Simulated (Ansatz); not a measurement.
free sheet of monolayer 1T SnS2: Sn16S32, 3 atomic planes, area 190 Å², cell height 16.0 Å with vacuum; both faces free, started from the relaxed sheet, in-plane cell fixed at 1.000 times the relaxed lattice. Computed with PBE (plane waves, PAW; Ansatz, a first-principles code). Mean temperature 542 K, 5.0 ps sampled after 2.2 ps of Langevin dynamics; k-points: Γ only; no spin polarisation or spin-orbit coupling.

A denser in-plane k-mesh moves the forces of one frame by 0.03 eV/Å rms. Bonds are counted up to S-Sn 3.12 Å; heights count from the centre of mass.

```csv
plane (from the bottom),atoms,start height (Å),mean height (Å),spread of site heights (Å),"rms motion, normal (Å)","rms motion, in plane (Å)",in-plane shift from the start (Å),coordination
1,S16,-1.48,-1.49,0.01,0.18,0.13,0.01,3.0
2,Sn16,0.00,[?],[?],[?],[?],[?],[?]
3,S16,1.48,[?],[?],[?],[?],[?],[?]
```

Some entries are withheld; supply them.


- 3, mean height (Å): 1.49
- 3, spread of site heights (Å): 0.01
- 3, rms motion, normal (Å): 0.18
- 3, rms motion, in plane (Å): 0.13
- 3, in-plane shift from the start (Å): 0.01
- 3, coordination: 3.0
- 2, mean height (Å): 0.00
- 2, spread of site heights (Å): 0.02
- 2, rms motion, normal (Å): 0.22
- 2, rms motion, in plane (Å): 0.10
- 2, in-plane shift from the start (Å): 0.01
- 2, coordination: 6.0
